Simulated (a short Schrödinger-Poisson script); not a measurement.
Solved with a short Schrödinger-Poisson script written for these runs: 1D Poisson equation in equilibrium, electrons quantum, Hartree (BenDaniel-Duke, 12 states a valley, the channel's in-plane mass for all, wave functions ending at the dielectric), parabolic valleys, classical holes, full ionisation, no traps, pinning or gate leakage.

Structure: MOS inversion layer, SiO2 on p-type Si(100), at 300 K.

From the gate side: 2.7 nm SiO2; 1900 nm Si, acceptors 5e16 cm⁻³.

Constants are typed, rounded textbook-type inputs, not results; the design itself was drawn at random and stands for no fabricated device. SiO2: permittivity 3.9, conduction-band edge (eV) 3.15, gap (eV) 9, electron mass (mₑ) 0.5. Si: permittivity 11.7, conduction-band edge (eV) 0, gap (eV) 1.124, Nv at 300 K (cm⁻³) 3.1e19.

Channel valleys (confinement mass, in-plane density-of-states mass, number): Δ2 0.916, 0.19, 2; Δ4 0.19, 0.417, 4. At the gate the conduction-band edge of layer 1 lies 3.19 eV − eVg above the Fermi level of the channel; the field vanishes at the back. Gaps are held at their typed values at every temperature. Mesh 0.03 nm at interfaces.

Task: Give the capacitance at Vg = 1.6 V (μF/cm²); the sheet density of all electrons at Vg = 1.6 V (cm⁻²); the lowest subband against the Fermi level at Vg = 1.6 V (meV).

Result: capacitance at Vg = 1.6 V (μF/cm²): 1.11; sheet density of all electrons at Vg = 1.6 V (cm⁻²): 9.70e12; lowest subband against the Fermi level at Vg = 1.6 V (meV): -35.0.
